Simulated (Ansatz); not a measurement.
# WC under a change: W vacancy, symmetric start

The parent structure is a 16-atom supercell of WC (space group P-6m2, No. 187; a = 2.922 Å, c = 2.847 Å) at its relaxed geometry.

One thing is altered: a neutral W vacancy, symmetric start, atoms relaxed at fixed cell.

Method: PBE, PAW, 420 eV (Ansatz, a program for electronic structure; spin-orbit coupling left out). k-mesh 8×8×8 (Γ-centred); smearing 0.05 eV (Fermi–Dirac).

```csv
quantity,base,changed,shift
pressure,0.0 GPa,-5.3 GPa,-5.3 GPa
energy gained by relaxation,–,0.70 eV,–
largest displacement of a host atom from its site in the perfect cell,–,0.14 Å,–
mean distance from the defect site to its nearest host atoms,2.21 Å,2.32 Å,+0.11 Å
```

Cost of the whole job for the changed cell (relaxation, final SCF and bands): around 17 core-minutes (rough).

In so small a cell the defect repeats every few ångströms: this is an ordered compound, not a dilute defect. The defect started on the symmetric site and kept its symmetry, so it may sit on a saddle. The final runs are not spin-polarised. The defect cell is not spin-polarised.
